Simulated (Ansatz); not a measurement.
Defect: O vacancy in monoclinic ZrO2, neutral cell. The step: a nearby O atom hops onto the vacant site; the atom moves 2.69 Å along (-0.01, -0.14, -0.48) of the unit cell; the moving atom starts with neighbours O at 2.58, O at 2.60; Zr at 2.04, Zr at 2.08, Zr at 2.18 Å and ends with O at 2.56, O at 2.58; Zr at 2.06, Zr at 2.09, Zr at 2.14 Å. A PBE band in Ansatz (plane-wave PAW, the Γ point alone, 96 host sites, 67 SCF runs with any check of the saddle's order, static, no finite-size correction) gives a forward barrier of 1.41 eV. The program found a first-order saddle point. The charge state is imposed; whether it is stable for some Fermi level was not computed. Forms of the defect that were not tried may lie lower. The start lies 0.12 eV above the lowest site run (PBE).

Single points at the band's start and saddle point can refine it. Rough cost of one point, in units of the band's mean SCF on the same machine:

```json
[
 {"Level": "PBE, a 2×2×2 k-point mesh shifted by half a step", "Cost of one point": "about 10"},
 {"Level": "r2SCAN at 500 eV, the Γ point alone", "Cost of one point": "about 2"},
 {"Level": "HSE06, Γ point alone", "Cost of one point": "about 30"}
]
```

Task: Which of these move the barrier by more than 0.1 eV, and how far does each move it?

Result: PBE, a 2×2×2 k-point mesh shifted by half a step: +0.03 eV; r2SCAN at 500 eV, the Γ point alone: +0.26 eV; HSE06, Γ point alone: +0.46 eV. Each functional is compared with PBE at the same k-points.

Ansatz is a first-principles code.
